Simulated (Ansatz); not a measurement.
Start from PbS in the rock salt structure (space group Fm-3m, No. 225; a = 5.975 Å). Axes: x, y, z lie along the cube axes.

All numbers come from Ansatz (an electronic-structure program) r2SCAN, without spin-orbit coupling.

Perturbation: uniaxial strain ε_zz = +1.50 %, all other strain components held at zero; the atoms relax in the strained cell.

### Question
Predict the stress tensor and what it implies for the stiffness.

### Answer
Stress of the strained cell less that of the base (GPa, compression positive):
```
  -0.26    0.00    0.00
   0.00   -0.26    0.00
   0.00    0.00   -1.88
```

Then −Δσ_ii/ε with ε = 0.0150 gives secant stiffness values (nonlinear terms included at this strain): C33 ≈ 125 GPa, C13 ≈ 17 GPa and C23 ≈ 17 GPa.

Whether these cells are dynamically stable was not tested.
